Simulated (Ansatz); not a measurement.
## A constructed model of the (111) surface of fcc Pt, a layer of Sn in place of the third plane (bottom of the slab: a bare face, its two planes held)

All values below come from PBE (plane waves to 420 eV, PAW; Ansatz, an electronic-structure program).

Set-up: 6 atoms, 11.5 Å thick at the start; mesh 15x15x1; 0.1 eV smearing; dipole correction on; 2 atoms held, the rest relaxed; held to the start's symmetry, so lower structures may exist; no spin, no spin-orbit, no U. In PBE it lies 0.23 eV a 1x1 cell over the lowest computed structure of the same composition (a layer of Sn in place of the second plane).

```yaml
work_function_of_the_top_face: 5.80 eV
energy_released_by_relaxation: 0.074 eV
cost: very roughly 2.0 core-minutes
```
